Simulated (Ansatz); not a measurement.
# Sc under a change: pressure 30 GPa

Start from Sc in the hcp (Mg type) structure (space group P6_3/mmc, No. 194; a = 3.329 Å, c = 5.192 Å).

The change: cell and atoms relaxed at a pressure of 30 GPa.

Calculations: r2SCAN (Ansatz, a first-principles code), scalar-relativistic without spin-orbit coupling. Γ-centred 16×16×9 mesh, Fermi–Dirac width 0.05 eV.

The volume per atom decreases by 6.99 Å³ (24.92 Å³ → 17.93 Å³) and the density grows by 1.169 g/cm³ to 4.16 g/cm³. The lattice parameter a shrinks by 0.3109 Å, from 3.329 Å to 3.019 Å and the c/a ratio drops by 0.054 (1.559 → 1.505). The shortest interatomic distance drops by 0.367 Å, from 3.230 Å to 2.863 Å and the enthalpy H = E + PV relative to the base's energy is +3.88 eV/atom. The band gap stays zero.

Load acts through the strain it causes; cell and atoms are relaxed under it. Whether these cells are dynamically stable was not tested. Competing high-pressure phases were not computed. All final runs are without spin polarisation.
